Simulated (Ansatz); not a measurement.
Sensitivity of a calculation on S4I4Re3Cs3 (Fm-3m, 28 atoms in the cell) to its settings

```xyz
28
Lattice="0.0000 7.8679 7.8679 7.8679 0.0000 7.8679 7.8679 7.8679 0.0000" Properties=species:S:1:pos:R:3 pbc="T T T"
S      6.1795     6.1795     6.1795
S      9.5564     6.1795     6.1795
S      9.5564     9.5564     6.1795
S      6.1795     9.5564     6.1795
S      6.1795     9.5564     9.5564
S      9.5564     9.5564     9.5564
S      9.5564     6.1795     9.5564
S      6.1795     6.1795     9.5564
I      7.8679     3.2762     7.8679
I     12.4597     7.8679     7.8679
I      7.8679    12.4597     7.8679
I      3.2762     7.8679     7.8679
I      7.8679     7.8679     3.2762
I      7.8679     7.8679    12.4597
Re     7.8679     6.0363     7.8679
Re     9.6996     7.8679     7.8679
Re     7.8679     9.6996     7.8679
Re     6.0363     7.8679     7.8679
Re     7.8679     7.8679     6.0363
Re     7.8679     7.8679     9.6996
Cs     0.0000     3.9340     3.9340
Cs     3.9340     7.8679     3.9340
Cs     7.8679     3.9340     3.9340
Cs     3.9340     0.0000     3.9340
Cs     3.9340     3.9340     7.8679
Cs     3.9340     3.9340     0.0000
I      3.9340     3.9340     3.9340
I     11.8019    11.8019    11.8019
```

Base run A: LDA (PW92), default PAW files made with PBE (Ansatz, an electronic-structure program), self-consistent single point.

Its settings: basis.ecutwfc = 420 eV; kpoints.mp_grid.grid = 2 2 2; hamiltonian.xc = lda; hamiltonian.pseudopotentials = {kind: paw} (the program's default PAW files); scf.occupations.method = methfessel_paxton; scf.occupations.width = 0.136 eV.

The starting cell comes from a database of published, mostly measured structures (it also holds non-ambient and calculated ones), without a prior relaxation at this level. Its lattice was rescaled by a random factor within 2.5 % of one. Spin-orbit coupling is off. Ansatz's pressure includes its estimate of the finite-basis (Pulay) stress.

Run A gave: pressure (GPa) -0.98; largest force (eV/Å) 0.113; gap on the mesh (eV) 2.406.

Runs:
- B: hamiltonian.xc: lda → pbesol [PBEsol]
- C: hamiltonian.xc: lda → blyp [BLYP]

What does run B change against A?

The pressure goes from -0.98 to 0.51 GPa, the largest force goes from 0.113 to 0.199 eV/Å and the gap on the mesh goes from 2.406 to 2.466 eV.

What does run C change against A?

The pressure goes from -0.98 to 5.64 GPa, the largest force goes from 0.113 to 1.274 eV/Å and the gap on the mesh goes from 2.406 to 2.475 eV.

```json
[
 {"run": "A", "pressure (GPa)": "-0.98", "largest force (eV/Å)": "0.113", "gap on the mesh (eV)": "2.406"},
 {"run": "B", "pressure (GPa)": "0.51", "largest force (eV/Å)": "0.199", "gap on the mesh (eV)": "2.466"},
 {"run": "C", "pressure (GPa)": "5.64", "largest force (eV/Å)": "1.274", "gap on the mesh (eV)": "2.475"}
]
```

Left out of this page: 2 runs of the series held back from this collection; 1 run of the series stopped by limits of time or memory.

Keys are those of Ansatz 0.2.
